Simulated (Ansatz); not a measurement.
The reference is NbP in the CsCl type structure (space group Pm-3m, No. 221; a = 3.110 Å; a hypothetical phase, not in the database extracts checked; relaxed with 0.1 eV smearing). Axes: x, y, z lie along the cube axes.

The values are results of PBE (Ansatz, a first-principles code), scalar-relativistic without spin-orbit coupling, not measurements.

A first run, uniaxial strain ε_yy = −1.60 %, gives secant values C11 ≈ 380 GPa and C12 ≈ 110 GPa from its stress. A second run applies biaxial strain +2.19 %, plane normal [001], relaxed out of plane.

### Question
What does linear elasticity predict for −ε⊥/ε∥ in the second run, and what does the run give?

### Answer
Linear elasticity: 2 C12/C11 = 0.58. The run gives 0.52; any difference comes from nonlinear terms at these strains and numerical noise.

No phonon test of stability was made. The final runs are not spin-polarised.
